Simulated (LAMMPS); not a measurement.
MD of Ni (fcc) at zero pressure, 256 atoms, as a crystal; each row is its own run.

Method: MD with a machine-learned potential, pair style snap, file Ni_Zuo_JPCA2020.quadratic.snap; code LAMMPS.

```
T (K)  enthalpy (eV/atom)
-----  ------------------
200               -5.7281
300               -5.7020
1040              -5.4979
1300              -5.4240
1560              -5.3440
```

### Question
Fit a straight line, y = a + b x, to these rows (x is the first column, y the second) and predict the run at x = 780.

### Answer
Least squares gives a = -5.7861 and b = 0.0002806. At x = 780 the fit predicts -5.5673 eV/atom. The run itself gave -5.573 ± 0.001 eV/atom, so the fit is 6.2 meV/atom high.

Caution (rows 1040; 1300; 1560): a run this short can hold a crystal over, or a liquid under, the potential's own melting point, which these runs don't give.
